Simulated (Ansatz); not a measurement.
AlN (model structure, started from the HgO type, Fm-3m, No. 225, 6 atoms in the cell; like a known high-pressure phase), treated with LDA (PAW; Ansatz, a first-principles code).

Numerical settings: plane-wave cutoff 520 eV, 12×12×4 k mesh (along the axes of the cell as run), Fermi–Dirac smearing 0.01 eV, scalar-relativistic PAW data made under PBE.

Cell (relaxed at this level):

```xyz
6
Lattice="2.8362 0.0000 0.0000 -1.4181 2.4563 0.0000 0.0000 0.0000 6.9473" Properties=species:S:1:pos:R:3 pbc="T T T"
Al     0.4727     0.8188     3.4737
Al     1.8908     0.0000     5.7894
Al    -0.9454     1.6375     1.1579
N      0.4727     0.8187     0.0000
N      1.8908     0.0000     2.3158
N     -0.9454     1.6375     4.6316
```

**Question.** Give the computed band gap and smallest direct gap on the k points sampled.

**Answer.** 
* **band gap**: 4.71 eV (indirect)
* **smallest direct gap on the k points sampled**: 6.10 eV

Static lattice: no zero-point or thermal effects.

A model structure was made by putting elements into a prototype or built by hand; it is no filed structure, need not be a known phase, and can be a saddle point held by its symmetry.
